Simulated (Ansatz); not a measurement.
A (4,1) carbon nanotube, stretched and compressed along its axis from its relaxed period of 6.502 Å, atoms relaxed at each length.

These are PBE (plane waves to 420 eV, PAW; Ansatz, an electronic-structure program) values and carry that method's errors. Mesh 1×1×12. No spin polarisation. Isolated but for its images some 11 Å away. An idealised model, rolled from the flat sheet. Only distortions within the start's symmetry and period were free. Buckling under compression is shut out by symmetry and the short period. Energies are free energies at a Fermi–Dirac width of 0.05 eV, from the unstrained cell.

```csv
strain (%),energy (meV a period),axial force (nN)
-3.0,+681,-11.44
-1.5,?,?
0.0,0,+0.01
+1.5,+159,+5.16
+3.0,+622,+10.01
+6.0,?,?
```

Some entries are withheld; supply them.


- -1.5, energy (meV a period): +166
- -1.5, axial force (nN): -5.53
- +6.0, energy (meV a period): +2388
- +6.0, axial force (nN): +18.78
